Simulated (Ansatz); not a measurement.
# Response to strain in CaBi2

Start from CaBi2 (space group Cmcm, No. 63; a = 4.736 Å, b = 17.155 Å, c = 4.513 Å; a cell from a computed database, its experimental status unchecked). Axes: x, y, z lie along a, b, c of the conventional cell.

Strains are applied to the cell and any free atomic positions relax; under biaxial strain the out-of-plane vector relaxes too.

The values are results of Ansatz (a quantum-chemistry and plane-wave program), r2SCAN+rVV10, PAW, cutoff 500 eV, no spin-orbit coupling, not measurements.

Notes on the quantities. pressure: mean of the normal stresses, compression positive; energy relative to the base: free energy F.

```tsv
change	pressure	energy relative to the base	space group
base	0.0 GPa	0 meV/atom	Cmcm (No. 63)
biaxial strain +0.95 %, plane normal [001], relaxed out of plane	(withheld)	(withheld)	Cmcm (No. 63)
uniaxial strain ε_zz = −1.70 %	0.9 GPa	+2.0 meV/atom	Cmcm (No. 63)
tensor shear ε_yz = +1.41 %	0.0 GPa	+1.8 meV/atom	C2/m (No. 12)
tensor shear ε_xy = +0.22 %	0.0 GPa	0.0 meV/atom	P2_1/m (No. 11)
```

Problem. What belongs in the blanks?

Solution. 
- biaxial strain +0.95 %, plane normal [001], relaxed out of plane, pressure: -0.3 GPa
- biaxial strain +0.95 %, plane normal [001], relaxed out of plane, energy relative to the base: +0.8 meV/atom

Without a gap, meshes like the base's 10×10×10 leave anisotropic stresses uncertain by several tenths of a GPa, and small strain energies with them. Whether these cells are dynamically stable was not tested.
